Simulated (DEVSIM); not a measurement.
Structure: abrupt InP p-n junction, at 300 K.

```csv
layer (left to right),material,thickness (μm),Nd (cm⁻³),Na (cm⁻³),τn (s),τp (s)
1,InP,0.140,-,5.9e16,1.7e-8,1.7e-8
2,InP,2.10,2.4e14,-,1.7e-8,1.7e-8
```

Left contact: ohmic. Right contact: ohmic. Voltage is applied to the left contact. Recombination: SRH at mid-gap. Mobility is μmin + (μ − μmin)/(1 + (N/Nref)^α).

Constants are typed, rounded textbook-type inputs, not results; the design itself was drawn at random and stands for no fabricated device. Values at 300 K.

| parameter | InP |
|---|---|
| gap (eV) | 1.344 |
| affinity (eV) | 4.38 |
| permittivity | 12.5 |
| Nc (cm⁻³) | 5.7e17 |
| Nv (cm⁻³) | 1.1e19 |
| μn (cm²/Vs) | 5200 |
| μp (cm²/Vs) | 170 |
| μn,min | 400 |
| μp,min | 10 |
| Nref,n | 3e17 |
| Nref,p | 4.9e17 |
| αn | 0.47 |
| αp | 0.62 |

DEVSIM, 1D drift-diffusion, Boltzmann statistics, complete ionisation; no tunnelling, impact ionisation, image-force lowering or self-heating.

Task: Tabulate band edges, carrier densities and field at zero bias.

Result: Energies count from the Fermi level of the right contact; mesh points crowd at the junctions.

```tsv
x (μm)	Ec (eV)	Ev (eV)	n (cm⁻³)	p (cm⁻³)	field (V/cm)
0.000	1.209	-0.135	< 1e2	5.9e16	-14
0.01394	1.209	-0.135	< 1e2	5.9e16	-18
0.03124	1.209	-0.135	< 1e2	5.9e16	-42
0.05683	1.208	-0.135	< 1e2	5.8e16	-180
0.09708	1.206	-0.138	< 1e2	5.2e16	-1700
0.1189	1.198	-0.145	< 1e2	4.0e16	-5600
0.1336	1.187	-0.157	< 1e2	2.5e16	-11000
0.1520	1.163	-0.181	< 1e2	9.9e15	-12000
0.1745	1.139	-0.205	< 1e2	3.9e15	-9700
0.2071	1.109	-0.235	< 1e2	1.3e15	-8500
0.2633	1.064	-0.280	< 1e2	2.1e14	-7900
0.3952	0.964	-0.380	< 1e2	4.5e12	-7300
0.5669	0.844	-0.500	3800	4.3e10	-6700
0.8155	0.688	-0.656	1600000	1.0e8	-5800
1.384	0.412	-0.932	6.9e10	2400	-3900
1.719	0.302	-1.042	4.8e12	< 1e2	-2700
1.913	0.256	-1.088	2.9e13	< 1e2	-2100
2.046	0.231	-1.113	7.6e13	< 1e2	-1700
2.149	0.214	-1.130	1.4e14	< 1e2	-1500
2.193	0.208	-1.136	1.8e14	< 1e2	-1500
2.219	0.204	-1.140	2.1e14	< 1e2	-1400
2.240	0.201	-1.143	2.4e14	< 1e2	-1400
```
